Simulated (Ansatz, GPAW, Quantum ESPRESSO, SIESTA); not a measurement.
## One structure in several programs: MnSi (P2_13, 8 atoms in the cell)

Self-consistent single point, at a second geometry (lattice scaled by 0.98). First geometry:

```yaml
crystal:
  lattice:
    - [4.37214, 0.00000, 0.00000]
    - [0.00000, 4.37214, 0.00000]
    - [0.00000, 0.00000, 4.37214]
  atoms:
    - { symbol: Mn, position: [0.36354, 0.13646, 0.86354], spin: 4.0 }
    - { symbol: Mn, position: [0.13646, 0.86354, 0.36354], spin: 4.0 }
    - { symbol: Mn, position: [0.86354, 0.36354, 0.13646], spin: 4.0 }
    - { symbol: Mn, position: [0.63646, 0.63646, 0.63646], spin: 4.0 }
    - { symbol: Si, position: [0.65422, 0.84578, 0.15422] }
    - { symbol: Si, position: [0.84578, 0.15422, 0.65422] }
    - { symbol: Si, position: [0.15422, 0.65422, 0.84578] }
    - { symbol: Si, position: [0.34578, 0.34578, 0.34578] }
```
(The spins are starting values, not results.)

Shared settings, as Ansatz (a first-principles code) writes them: kpoints.mp_grid.grid = 5 5 5; scf.occupations.method = fermi_dirac; scf.occupations.width = 0.136 eV. Potentials and cutoffs stand in the table.

| code | model | ΔF from the first geometry (meV/atom) | pressure (GPa) | largest force (eV/Å) | size of the net moment (μB/atom) | cutoff |
|---|---|---|---|---|---|---|
| SIESTA | GGA PBE, numerical atomic orbitals TZP, PseudoDojo PBE standard norm-conserving potentials (rewritten from UPF to PSML) | 130.0 | 44.81 | 0.874 | 0.25 | grid 300 Ry |
| Ansatz | PBE, default PAW files | 134.6 | 46.06 | 0.791 | 0.17 | 420 eV |
| GPAW | PBE, GPAW PAW datasets PBE (gpaw-data 1.0.1) | 146.0 | 49.47 | 0.882 | 0.12 | 850 eV |
| Quantum ESPRESSO | PBE, SSSP 1.1.2 efficiency (PBE) pseudopotentials | 135.8 | 46.28 | 0.807 | 0.16 | 50 Ry |

Size of the force on each atom (eV/Å): Sizes of forces hide their directions.

| code | Mn1 | Mn2 | Mn3 | Mn4 | Si5 | Si6 | Si7 | Si8 |
|---|---|---|---|---|---|---|---|---|
| SIESTA | 0.874 | 0.874 | 0.874 | 0.874 | 0.009 | 0.009 | 0.009 | 0.009 |
| Ansatz | 0.791 | 0.791 | 0.791 | 0.791 | 0.072 | 0.072 | 0.072 | 0.072 |
| GPAW | 0.882 | 0.882 | 0.882 | 0.882 | 0.049 | 0.049 | 0.049 | 0.049 |
| Quantum ESPRESSO | 0.807 | 0.807 | 0.807 | 0.807 | 0.070 | 0.070 | 0.070 | 0.070 |

On Ansatz's run: the moments shrank to a small part of their start, a low-spin state that need not be the lowest. The program warned that a starting moment was not kept.

The spread over the programs that give each value: ΔF from the first geometry within 16.0 meV/atom; pressure within 4.66 GPa; largest force within 0.091 eV/Å; size of the net moment within 0.13 μB/atom.

SIESTA uses small atom-centred bases, whose incompleteness enters pressures, forces and empty levels differently from a plane-wave cutoff. Ansatz's pressure is given at a fixed set of plane waves, as the other plane-wave codes print theirs; with its correction for the finite basis it is 46.12 GPa. In the pressure, SIESTA (by 1.47) and GPAW (by 3.19) lie more than 1 GPa from the median of the plane-wave programs.

The starting cell comes from a database of computed structures (which also holds hypothetical and non-ambient phases and stackings), without a prior relaxation at this level. Its lattice was rescaled by a random factor within 2.5 % of one. For this run, on top of that: lattice scaled by 0.98.

Keys are those of Ansatz 0.2.
